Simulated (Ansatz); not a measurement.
## Response to strain in MgO

Consider MgO in the rock salt structure (space group Fm-3m, No. 225).

```
MgO
1.0
    0.00000     2.10705     2.10705
    2.10705     0.00000     2.10705
    2.10705     2.10705     0.00000
Mg O
1 1
Cartesian
  0.00000   0.00000   0.00000
  2.10705   2.10705   2.10705
```

Cartesian axes are those of the cell as printed.

Strains are applied to the cell and any free atomic positions relax.

The values are results of DFT with PBEsol, PAW potentials and a 420 eV plane-wave cutoff in Ansatz (an electronic-structure program), no spin-orbit coupling, not measurements.

Notes on the quantities. energy relative to the base: free energy F.

```json
[
 {"uniaxial strain ε_zz (%)": "-3", "energy relative to the base (meV/atom)": "8.8"},
 {"uniaxial strain ε_zz (%)": "-2.5", "energy relative to the base (meV/atom)": "6.0"},
 {"uniaxial strain ε_zz (%)": "-2", "energy relative to the base (meV/atom)": "3.8"},
 {"uniaxial strain ε_zz (%)": "-1.5", "energy relative to the base (meV/atom)": "2.1"},
 {"uniaxial strain ε_zz (%)": "-1", "energy relative to the base (meV/atom)": "?"},
 {"uniaxial strain ε_zz (%)": "-0.5", "energy relative to the base (meV/atom)": "0.2"},
 {"uniaxial strain ε_zz (%)": "0", "energy relative to the base (meV/atom)": "0.0"}
]
```

Question: Fit ΔE = Aε² + Bε³ (ε in %) to the rows shown and predict the withheld row.

Answer: Least squares on the printed values gives A = 0.886 and B = -0.030 meV/atom (largest residual 0.0 meV/atom); this predicts 0.9 meV/atom, and the run gives 0.9 meV/atom, in agreement.

Stability against distortions was not tested.
